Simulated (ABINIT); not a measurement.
Troubleshooting ABINIT: a failed run on MgI₂ (P1, 3 atoms in the cell). The aim is a self-consistent single point with DFT, PBEsol, plane waves, PAW (JTH v2.0 PBE PAW, files made for PBE).

Cell that was meant: a = 4.1957 Å, b = 4.1957 Å, c = 7.1057 Å, α = 90.00°, β = 90.00°, γ = 120.00°.

Part of the input:

```
pawxcdev 0
ixc -116133
occopt 1
nband 10
kptopt 1
ngkpt 5 5 3
nshiftk 1
```

Log, with long lists cut:

```
--- !COMMENT
src_file: m_symfind.F90
src_line: 1290
message: |
    The Bravais lattice determined only from the primitive
    vectors, bravais(1)=  6, is more symmetric
    than the real one, iholohedry=  1, obtained by taking into
    account the atomic positions. Start deforming the primitive vector set.
...

 symlatt: the Bravais lattice is oC (one-face-centered orthorhombic)

--- !COMMENT
src_file: m_symfind.F90
src_line: 1299
message: |
    The Bravais lattice determined from modified primitive
    vectors, bravais(1)=  3, has a lower symmetry than before,
    but is still more symmetric than the real one, iholohedry=  1
    obtained by taking into account the atomic positions.
...

 symlatt: the Bravais lattice is aP (primitive triclinic)
 symspgr: spgroup=   1  P1   (=C1^1)
 Perdew, Burke & Ernzerhof SOL
 J. P. Perdew, A. Ruzsinszky, G. I. Csonka, O. A. Vydrov, G. E. Scuseria, L. A. Constantin, X. Zhou, and K. Burke, Phys. Rev. Lett. 100, 136406 (2008)
 Perdew, Burke & Ernzerhof SOL
 J. P. Perdew, A. Ruzsinszky, G. I. Csonka, O. A. Vydrov, G. E. Scuseria, L. A. Constantin, X. Zhou, and K. Burke, Phys. Rev. Lett. 100, 136406 (2008)

--- !ERROR
src_file: m_dtset.F90
src_line: 1287
mpi_rank: 0
message: |
    Initialization of occ variables with occopt: 1
    There are not enough bands to get charge balance right with nelect:  2.4000E+01
    Action: modify input file
    (check the pseudopotential charges, the variable cellcharge, the variable jellslab,
    and the declared number of bands, nband)
...

 abinit_abort: decision taken to exit. Check above messages for more info
Abort(13) on node 0 (rank 0 in comm 0): application called MPI_Abort(MPI_COMM_WORLD, 13) - process 0

--- !ERROR
src_file: m_dtset.F90
src_line: 1287
mpi_rank: 0
message: |
    Initialization of occ variables with occopt: 1
    There are not enough bands to get charge balance right with nelect:  2.4000E+01
    Action: modify input file
    (check the pseudopotential charges, the variable cellcharge, the variable jellslab,
    and the declared number of bands, nband)
...
```

### Question
From the messages shown, name the fault and mend the input.

### Answer
The fault is too few bands; here the program stops on it instead of giving results. To fix it, raise the band count or leave it to the default. The program stopped before any SCF iteration.

An input that runs soundly differs in these lines (not the only fix; some lines may just follow from the change or write a value another way):
```diff
-nband 10
+nband 14
```

With that input, the run converged in 20 iterations: free energy E − TS -2364.93 eV; top of the valence band (on the code's own zero) -3.85 eV; gap on the k-point mesh 3.59 eV; pressure -0.69 GPa; largest force (vector length) 0.202 eV/Å (DFT, PBEsol, plane waves, PAW (JTH v2.0 PBE PAW, files made for PBE)).

On the sound input: the starting cell comes from a database of computed structures (which also holds hypothetical and non-ambient phases and stackings), without a prior relaxation at this level. Its atoms were displaced at random from the sites of space group no. 164. Spin-orbit coupling is off. The potentials were made for another functional than the one used.
